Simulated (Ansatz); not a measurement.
Take GaN in the zinc blende structure (space group F-43m, No. 216; a = 4.4979 Å) as the base. Axes: x, y, z lie along the cube axes.

Modification: uniaxial strain ε_yy = −4.17 %, all other strain components held at zero; the atoms relax in the strained cell.

All numbers come from r2SCAN in Ansatz (plane waves to 500 eV, PAW, without spin-orbit coupling).

Give the band edges at the high-symmetry points of the new zone, measured from its valence-band maximum.


```csv
point,valence edge (eV),conduction edge (eV)
Γ,0.00,2.33
X,-2.94,3.78
P,-4.08,6.96
N,-1.02,5.36
M,-3.31,3.49
S,-2.81,4.97
S₀,-2.81,4.97
R,-4.05,6.45
G,-4.05,6.45
```

The gap is 2.33 eV, direct at Γ.

Stability against distortions was not tested. This is not the structure that GaN has at room temperature and ambient pressure. Labels are those of the standard path for the cell's own space group.

Ansatz is a program for electronic structure.
